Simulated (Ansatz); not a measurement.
The slab is Si(111) 1x1 surface, 6 top atoms, 3 bilayers, bottom bilayer H-capped and fixed, every top atom capped by H; cell 11.5 x 6.6 Å; two neighbouring H replaced by OH; about 7 Å thick over the host's atoms, 18 atoms held. Level of theory: PBE-D3(BJ) (plane waves to 420 eV, PAW; Ansatz, a first-principles code). k mesh 1 x 2 x 1. Some slab states were started with spin and the others were run without it. No Hubbard U. Results hold for this slab, coverage and mesh. All energies are electronic energies at 0 K, without vibrations. Each state was relaxed from one prepared geometry.

End state of this step: SiH4 reduces the fragment of MoF6: H goes to Mo and F to Si. Atoms near the product:

| atom | x (Å) | y (Å) | z (Å) |
|---|---|---|---|
| H(14) | 11.532 | 0.009 | 11.034 |
| Si(30) | 7.663 | 0.026 | 9.511 |
| Si(31) | 9.587 | -3.295 | 9.540 |
| Si(32) | 9.594 | 1.128 | 8.785 |
| H(44) | 7.578 | 0.006 | 11.006 |
| H(45) | 9.562 | -3.248 | 11.035 |
| Mo(a0) | 5.881 | -3.169 | 12.882 |
| F(a1) | 5.573 | -1.622 | 13.874 |
| F(a2) | 5.912 | -5.035 | 13.033 |
| F(a4) | 9.455 | 1.204 | 12.543 |
| F(a5) | 3.963 | -3.142 | 12.918 |
| F(a6) | 7.369 | -3.376 | 14.000 |
| Si(b0) | 9.310 | -0.115 | 13.480 |
| H(b1) | 7.021 | -2.112 | 12.245 |
| H(b2) | 7.965 | -0.095 | 14.108 |
| H(b3) | 10.403 | -0.070 | 14.490 |
| H(b4) | 9.472 | -1.302 | 12.590 |

### Question
What energy does it take to move SiH3F into the gas, one a cell, with the surface relaxed behind it, and what are its closest contacts before it leaves?

### Answer
0.35 eV. Its closest contacts to the rest of the cell: H(b4)...H(45) 2.49 Å, H(b4)...H(b1) 2.60 Å, F(a4)...H(45) 2.66 Å.
